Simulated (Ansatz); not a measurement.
# The (001) surface of zinc-blende InAs, c(4x4): three As ad-dimers on a full As plane (bottom of the slab: anion dimers, one H a dimer)

These are PBE (plane waves to 420 eV, PAW; Ansatz, a quantum-chemistry and plane-wave program) values and carry that method's errors.

Model: 82-atom slab, 15.2 Å thick at the start with caps and adatoms, 2x3x1 mesh, Fermi-Dirac 0.025 eV, dipole correction, 16 atoms held, the rest relaxed; no symmetry held; no spin, no spin-orbit, no U. It is one candidate, not shown to be the stable structure of the face.

```
Item                                              Result
-----------------------------------------------  -------
gap of the slab on its k-mesh                    0.35 eV
highest filled level below the top vacuum level  5.03 eV
energy released by relaxation                    5.20 eV
```
